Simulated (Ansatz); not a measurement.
Results of r²SCAN (Ansatz, a first-principles code, PAW) for InSb (model structure, started from the PtS type, P4₂/mmc, No. 131, 4 atoms in the cell).

Settings: plane-wave cutoff 560 eV, 14×14×8 k mesh (along the axes of the cell as run), Fermi–Dirac smearing 0.05 eV, scalar-relativistic PAW data made under PBE.

Cell (relaxed at this level):

Space group P4₂/mmc (No. 131); a = b = 4.260 Å, c = 7.912 Å, α = β = γ = 90.00°

```csv
atom,site,symmetry,x,y,z
In,2c,mmm.,0.0000,0.5000,0.0000
Sb,2e,-4m2,0.0000,0.0000,0.2500
```

**Question.** Estimate the bulk modulus B0 that the calculation returns.

**Answer.** 
- bulk modulus B0 = 24.9 GPa

The run finds no gap.

Note: the bulk modulus is −V dP/dV from two relaxed cells at ±2 % in volume; the relaxation could raise the start's symmetry but not lower it, so the cell can be a saddle point.

Spin–orbit coupling is not included; it can open a gap where bands touch, and shift volumes and moduli.

Static lattice: no zero-point or thermal effects.

It cost very roughly 8 core-minutes of CPU time.

A model structure was made by putting elements into a prototype or built by hand; it is no filed structure, need not be a known phase, and can be a saddle point held by its symmetry.
